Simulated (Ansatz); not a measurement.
The reference is BAs in the zinc blende structure (space group F-43m, No. 216; a = 4.768 Å). Axes: x, y, z lie along the cube axes.

Calculations: DFT with PBEsol, PAW potentials and a 420 eV plane-wave cutoff in Ansatz (a program for electronic structure), without spin-orbit coupling.

Strains are applied to the cell and any free atomic positions relax.

One change was made to it. Results:

| quantity | base | after |
|---|---|---|
| energy relative to the base (free energy F) | 0 meV/atom | +22 meV/atom |
| band gap | 1.08 eV | 0.81 eV |
| pressure (mean of the normal stresses, compression positive) | 0.00 GPa | -5.50 GPa |

Problem. Name the change that was made.
(A) uniaxial strain ε_zz = +4.86 %
(B) uniaxial strain ε_yy = +2.08 %
(C) uniaxial strain ε_xx = −3.52 %
(D) uniaxial strain ε_xx = +4.37 %

Solution. D, uniaxial strain ε_xx = +4.37 %. For comparison, the energy relative to the base in the other runs: uniaxial strain ε_yy = +2.08 % gives +5.0 meV/atom; uniaxial strain ε_zz = +4.86 % gives +27 meV/atom; uniaxial strain ε_xx = −3.52 % gives +15 meV/atom.

Whether these cells are dynamically stable was not tested.
